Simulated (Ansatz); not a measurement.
Ansatz (a quantum-chemistry and plane-wave program) run on the (110) slab of Sb (cut from a parent of space group no. 229; 4 atoms in the cell): self-consistent single point.

Level of theory: LDA (PW92), default PAW files made with PBE (plane waves; Ansatz).

```xyz
4
Lattice="3.2250 0.0000 0.0000 -4.3001 3.0406 0.0000 0.0000 0.0000 21.8998" Properties=species:S:1:pos:R:3 pbc="T T T"
Sb    -1.0750     0.7602     7.0000
Sb    -3.2250     2.2805     9.6333
Sb     2.1500     0.7602    12.2665
Sb     0.0000     2.2805    14.8998
```

Reference input (self-consistent single point, DFT, LDA (PW92), plane waves, default PAW files made with PBE): basis.ecutwfc = 420 eV; kpoints.mp_grid.grid = 10 10 1; hamiltonian.xc = lda; hamiltonian.pseudopotentials = {kind: paw} (the program's default PAW files); scf.occupations.method = gaussian; scf.occupations.width = 0.1 eV. This run's input differs from it in these lines:

Ansatz 0.2 input:
```diff
@@ -11,3 +11,3 @@
 basis:
-  ecutwfc: 420.0 eV
+  ecutwfc: 250.0 eV
 kpoints:
```

Output (repeated stretches shortened):

```
SCF iter   1: F=—  HF=-25337.745715 eV  |F-HF|=—  |Δ(HF+E_count)|=         —  Δρ=1.60e-2  dr2=2.33e-1  ethr=1.77e-3  ⟨swp⟩=10.0  Hψ=5203  notcnv=0
all-band conjugate gradients solve this SCF's bands
preconditioner: auto → LDOS
SCF iter   2: F=—  HF=-25337.655187 eV  |F-HF|=—  |Δ(HF+E_count)|=   9.05e-2  Δρ=7.33e-3  dr2=7.91e-2  ethr=3.88e-4  ⟨swp⟩=2.0  Hψ=2443  notcnv=0  defer=37
   [... lines left out ...]
SCF iter   5: F=—  HF=-25337.597786 eV  |F-HF|=—  |Δ(HF+E_count)|=   3.55e-5  Δρ=7.66e-5  dr2=4.41e-5  ethr=2.37e-7  ⟨swp⟩=2.0  Hψ=1703  notcnv=0  defer=37
SCF iter   6: F=—  HF=-25337.597778 eV  |F-HF|=—  |Δ(HF+E_count)|=   7.82e-6  Δρ=2.72e-5  dr2=5.34e-6  ethr=7.34e-8  ⟨swp⟩=2.0  Hψ=1247  notcnv=0  defer=37
SCF iter   7: F=—  HF=-25337.597777 eV  |F-HF|=—  |Δ(HF+E_count)|=   9.40e-7  Δρ=5.96e-6  dr2=2.03e-7  ethr=8.90e-9  ⟨swp⟩=2.1  Hψ=1315  notcnv=0  defer=37
SCF iter   8: F=-25337.597777 eV  HF=-25337.597777 eV  |F-HF|=1.69e-8  |Δ(HF+E_count)|=   5.55e-8  Δρ=1.56e-6  dr2=2.13e-8  ethr=1.67e-10  ⟨swp⟩=9.3  Hψ=5377  notcnv=0
SCF 1 converged in 8 iterations: F = -25337.597777 eV  dr2 = 2.13e-8
Free energy (F): -25337.597777 eV
Internal energy: -25337.582965 eV  (E = F + TS)
E sigma→0 (E₀):  -25337.590371 eV
Entropy (-TS):   -0.014812 eV (-3.703 meV/atom)
Fermi energy:    3.349918 eV
--- Forces (eV/Å), atoms counted from 1 ---
  atom   1  Sb    -0.00000000     0.00000000     0.40181958
  atom   2  Sb    -0.00000000     0.00000000    -0.53089383
  atom   3  Sb    -0.00000000     0.00000000     0.53089383
  atom   4  Sb    -0.00000000     0.00000000    -0.40181958
--- Stress (GPa, compression-positive) ---
       -1.782053      -0.193280       0.000000
       -0.193280      -1.918722       0.000000
        0.000000       0.000000      -1.335634
  P = ⅓ Tr σ = -1.6788 GPa (-16.788 kbar)
  The stress holds the Pulay correction. Without it, at fixed plane waves, as pw.x and ABINIT print it: P = -26.3036 GPa
```

The run converged in 8 iterations. Against the reference run the free energy rises by 1.06 eV/atom and the largest force moves little (0.541 to 0.531 eV/Å).

The starting cell comes from a database of computed structures (which also holds hypothetical and non-ambient phases and stackings), without a prior relaxation at this level. The slab is cut from that crystal, and its faces are unrelaxed. Its lattice was rescaled by up to half a per cent. Spin-orbit coupling is off. The cutoff lies below the one recommended for these files.
